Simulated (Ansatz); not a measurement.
Take AlN in the zinc blende structure (space group F-43m, No. 216) as the base.

```
AlN
1.0
    0.00000     2.18488     2.18488
    2.18488     0.00000     2.18488
    2.18488     2.18488     0.00000
Al N
1 1
Cartesian
  0.00000   0.00000   0.00000
  1.09244   1.09244   1.09244
```

Level of theory: Ansatz (a first-principles code), r2SCAN, PAW, cutoff 500 eV, no SOC.

| level | band gap |
|---|---|
| r2SCAN | 3.94 eV |

Measured: band gap 5.34 eV (temperature not stated; as listed in Daiki Deguchi et al., Japanese Journal of Applied Physics (2016)).

Computed minus measured — band gap: r2SCAN -1.40 eV. Measured values not marked as corrected hold thermal and zero-point effects that the static-lattice runs lack. A measured gap can be an optical one, lowered by exciton binding.

Stability against distortions was not tested. This is not the structure that AlN has at room temperature and ambient pressure.
